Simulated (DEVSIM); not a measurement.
Structure: Schottky contact on n-type β-Ga2O3, at 350 K.

Layer 1 from the left is β-Ga2O3, thickness (μm) 0.650, Nd (cm⁻³) 8.1e16, τn (s) 4.2e-9, τp (s) 4.2e-9.

Left contact: Schottky, work function 5.57 eV, emission velocity 2.2e6 cm/s. Right contact: ohmic. Voltage is applied to the left contact. Recombination: SRH at mid-gap, Auger. Mobility is constant in doping.

This is a model device: material constants are rounded textbook-type values typed into the input, and sizes, dopings and lifetimes were drawn at random. Values at 300 K; Nc and Nv go as T^1.5, mobilities as T to minus their exponent, the gap by Varshni's rule with the affinity fixed.

β-Ga2O3: gap (eV) 4.8, affinity (eV) 4, permittivity 10, Nc (cm⁻³) 3.7e18, Nv (cm⁻³) 5e20, μn (cm²/Vs) 160, μp (cm²/Vs) 1, T exponent of μn 1.8, T exponent of μp 1.5, Cn (cm⁶/s) 1e-31, Cp (cm⁶/s) 1e-31, Varshni α (eV/K) 0.0004, Varshni β (K) 600.

Estimate by hand the built-in potential, the peak field at zero bias, the capacitance at -6 V, and compare with a numerical solution.


- Built-in potential: barrier φB = 1.570 eV; Vbi = φB − kT/q ln(N_band/N) = 1.448 V; numerical 1.448 V.
- Peak field at zero bias: depletion approximation: W = √(2εVbi/(qN)) = 0.141 μm with N = 8.10e16 cm⁻³; field = 2Vbi/W = 206000 V/cm; numerical 203000 V/cm (estimate above by 1.4 %).
- Capacitance at -6 V: C = √(qεN / 2(Vbi + |V|)) = 27.8 nF/cm²; numerical 27.8 nF/cm².

Model (solved in DEVSIM): 1D drift-diffusion, Boltzmann statistics, complete ionisation; no tunnelling, impact ionisation, image-force lowering or self-heating. Metal contacts follow the ideal Schottky-Mott rule: no Fermi-level pinning, no interface dipoles.
